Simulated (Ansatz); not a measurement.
Gap of an armchair MoS2 nanoribbon, N = 10, bare edges at several levels, all on one geometry.

Levels: PBE (plane waves to 420 eV, PAW; Ansatz, a first-principles code); PBE with spin-orbit coupling (Ansatz); r2SCAN (plane waves to 500 eV, PAW; Ansatz). Unmarked values and the geometry are of the first. Mesh 1×1×6. No spin polarisation, so a magnetic state wasn't tested. It repeats along c; a and b span vacuum. An idealised model, cut from the flat sheet. Symmetry and one short period hold its shape; lower forms weren't sought. Values not marked SOC lack spin–orbit coupling.

| level | gap (eV) |
|---|---|
| PBE | 0.52 |
| PBE+SOC | ___ |
| r2SCAN | 0.69 |

Question: Complete the blanks.

Answer: 
- PBE+SOC, gap (eV): 0.52
